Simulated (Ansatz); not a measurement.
The starting structures come from a database of crystals and need not be the phases stable at ambient conditions.

Tunnelling through a barrier is set by its complex band structure: the current falls as exp(−2κd) with the smallest κ.

```xyz
14
Lattice="7.1594 0.0000 0.0000 3.1079 7.2529 0.0000 2.7634 -1.1841 5.5254" Properties=species:S:1:pos:R:3 pbc="T T T"
Rb     7.6894     5.2329     0.8564
Rb     5.3413     0.8359     4.6690
Rb     9.1521     1.1083     2.8216
Rb     3.8786     4.9604     2.7039
W      7.1996     4.6461     4.5562
W      5.8311     1.4227     0.9692
O      6.6267     5.9361     3.4553
O      6.4040     0.1327     2.0701
O      7.8833    -0.5012     5.0280
O      5.1474     6.5700     0.4975
O      4.5360     2.3356     1.8126
O      8.4947     3.7332     3.7129
O      5.8248     3.5900     5.0175
O      7.2059     2.4788     0.5080
```

Space group of this cell: C2/m. The cell is taken as given; by PBEsol its mean pressure is -1.1 GPa.

Transport runs along the normal of the first two printed cell vectors.

No gap correction and no spin-orbit coupling; mid-gap values are interpolated between computed energies.

Q: Predict the band gap and the smallest decay constant κ at mid-gap from PBEsol (Ansatz, a first-principles code).

A: Gap 4.52 eV on a 6×4×6 mesh; κ = 0.460 1/Å, at the zone centre.
